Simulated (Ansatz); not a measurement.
# A computed series for SrTiO3: response to strain

The reference is SrTiO3 in the cubic perovskite structure (space group Pm-3m, No. 221; a = 3.891 Å). Axes: x, y, z lie along the cube axes.

Strains are applied to the cell and any free atomic positions relax; under biaxial strain the out-of-plane vector relaxes too.

The values are results of DFT with PBEsol, PAW potentials and a 420 eV plane-wave cutoff in Ansatz (a quantum-chemistry and plane-wave program), scalar-relativistic without spin-orbit coupling, not measurements.

Notes on the quantities. energy relative to the base: free energy F.

| biaxial strain, plane normal [111], relaxed out of plane (%) | energy relative to the base (meV/atom) |
|---|---|
| -2.5 | 18.1 |
| -2 | 11.5 |
| -1.5 | ? |
| -1 | 2.8 |
| -0.5 | 0.7 |
| 0 | 0.0 |

Question: Fit ΔE = Aε² + Bε³ (ε in %) to the rows shown and predict the withheld row.

Answer: Least squares on the printed values gives A = 2.77 and B = -0.051 meV/atom (largest residual 0.0 meV/atom); this predicts 6.4 meV/atom, and the run gives 6.4 meV/atom, in agreement.

Whether these cells are dynamically stable was not tested. All final runs are without spin polarisation. Many cubic perovskites are stable only at high temperature; tilts and polar distortions were not tested.
